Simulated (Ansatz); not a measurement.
Start from SrTe in the rock salt structure (space group Fm-3m, No. 225; a = 6.607 Å). Axes: x, y, z lie along the cube axes.

Method: PBEsol, PAW, 420 eV (Ansatz, a program for electronic structure; spin-orbit coupling left out).

For the base:

| Item | Value |
|---|---|
| Valley order | X along ⟨100⟩ 1.57 eV; Γ 2.82 eV |
| Smallest direct gap | 2.33 eV |

The change: biaxial strain −2.50 %, plane normal [001], relaxed out of plane (Cartesian); in-plane vectors clamped, the third vector and the atoms free.

### Question
Estimate the effect on the valley order.

### Answer
The valley order (the lowest conduction-band minima on the path, energy above the VBM, named in the base's zone) changes from X along ⟨100⟩ 1.57 eV; Γ 2.82 eV to X along [100] 1.42 eV; X along [001] 1.43 eV.

### Question
Estimate the effect on the energy relative to the base.

### Answer
The energy grows by 15 meV/atom.

### Question
How does this affect the in-plane stress?

### Answer
The mean in-plane stress (compression positive) amounts to +2.8 GPa.

### Question
What happens to the smallest direct gap?

### Answer
The smallest direct gap falls by 0.17 eV, from 2.33 eV to 2.16 eV.

With Te present, leaving out spin-orbit coupling can change the band edges. Stability against distortions was not tested.
